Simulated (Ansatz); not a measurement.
Input and output of a self-consistent single point for MgTi (P3m1, 6 atoms in the cell) (Ansatz, an electronic-structure program).

Method of the run: PBEsol, default PAW files made with PBE (plane waves; Ansatz).

```yaml
crystal:
  lattice:
    - [2.98510, 0.00000, 0.00000]
    - [-1.49255, 2.58517, 0.00000]
    - [0.00000, 0.00000, 15.14767]
  atoms:
    - { symbol: Mg, position: [0.00000, 0.00000, 0.99430] }
    - { symbol: Mg, position: [0.66667, 0.33333, 0.50927] }
    - { symbol: Mg, position: [0.00000, 0.00000, 0.33203] }
    - { symbol: Ti, position: [0.66667, 0.33333, 0.82125] }
    - { symbol: Ti, position: [0.00000, 0.00000, 0.67766] }
    - { symbol: Ti, position: [0.66667, 0.33333, 0.16549] }
```

Reference input (self-consistent single point, DFT, PBEsol, plane waves, default PAW files made with PBE): kpoints.mp_grid.grid = 9 9 2; hamiltonian.xc = pbesol; hamiltonian.pseudopotentials = {kind: paw} (the program's default PAW files); scf.occupations.method = gaussian; scf.occupations.width = 0.1 eV. This run's input differs from it in these lines:

Ansatz 0.2 input:
```diff
@@ -14,3 +14,3 @@
   mp_grid:
-    grid: [9, 9, 2]
+    grid: [25, 25, 5]
 hamiltonian:
```

Log, with long lists cut:

```
SCF iter   1: F=—  HF=-13157.076619 eV  |F-HF|=—  |Δ(HF+E_count)|=         —  Δρ=1.09e-2  dr2=1.41e0  ethr=1.77e-3  ⟨swp⟩=5.6  Hψ=42728  notcnv=0
all-band conjugate gradients solve this SCF's bands
preconditioner: auto → Kerker (q_TF=auto, 2.480 Å⁻¹)
SCF iter   2: F=—  HF=-13157.047162 eV  |F-HF|=—  |Δ(HF+E_count)|=   2.95e-2  Δρ=5.13e-3  dr2=3.01e-1  ethr=1.77e-3  ⟨swp⟩=1.9  Hψ=14921  notcnv=0  defer=24
   [... lines left out ...]
SCF iter   5: F=—  HF=-13157.033956 eV  |F-HF|=—  |Δ(HF+E_count)|=   3.47e-5  Δρ=7.91e-5  dr2=1.54e-5  ethr=2.72e-7  ⟨swp⟩=2.0  Hψ=19928  notcnv=0  defer=216
SCF iter   6: F=—  HF=-13157.033933 eV  |F-HF|=—  |Δ(HF+E_count)|=   2.33e-5  Δρ=2.45e-5  dr2=2.61e-6  ethr=2.33e-8  ⟨swp⟩=2.0  Hψ=19688  notcnv=0  defer=254
SCF iter   7: F=—  HF=-13157.033933 eV  |F-HF|=—  |Δ(HF+E_count)|=   2.98e-7  Δρ=8.65e-6  dr2=1.60e-7  ethr=3.96e-9  ⟨swp⟩=2.0  Hψ=13551  notcnv=0  defer=257
SCF iter   8: F=-13157.033933 eV  HF=-13157.033933 eV  |F-HF|=1.07e-8  |Δ(HF+E_count)|=   3.25e-8  Δρ=1.79e-6  dr2=1.34e-8  ethr=1.52e-10  ⟨swp⟩=8.9  Hψ=48417  notcnv=0
SCF 1 converged in 8 iterations: F = -13157.033933 eV  dr2 = 1.34e-8
Free energy (F): -13157.033933 eV
Internal energy: -13157.008562 eV  (E = F + TS)
E sigma→0 (E₀):  -13157.021248 eV
Entropy (-TS):   -0.025370 eV (-4.228 meV/atom)
Fermi energy:    9.102571 eV
--- Forces (eV/Å), atoms counted from 1 ---
  atom   1  Mg     0.00000000     0.00000000    -0.02630593
  atom   2  Mg     0.00000000    -0.00000000     0.03510490
  atom   3  Mg    -0.00000000     0.00000000    -0.02820454
  atom   4  Ti     0.00000000    -0.00000000    -0.10166970
  atom   5  Ti     0.00000000     0.00000000     0.14309616
  atom   6  Ti    -0.00000000    -0.00000000    -0.02200439
--- Stress (GPa, compression-positive) ---
       -1.879699       0.000000       0.000000
        0.000000      -1.879699      -0.000000
        0.000000      -0.000000      -2.142561
  P = ⅓ Tr σ = -1.9673 GPa (-19.673 kbar)
  The stress holds the Pulay correction. Without it, at fixed plane waves, as pw.x and ABINIT print it: P = -1.9725 GPa
```

The run converged in 8 iterations. Against the reference run the free energy hardly moves (within 1 meV/atom), the pressure hardly changes (-1.96 to -1.97 GPa) and the largest force goes from 0.126 to 0.143 eV/Å.

The starting cell comes from a database of computed structures (which also holds hypothetical and non-ambient phases and stackings), without a prior relaxation at this level. Spin polarisation is off. Ansatz's pressure includes its estimate of the finite-basis (Pulay) stress.

Cost on one core of a shared machine: roughly 90 s.
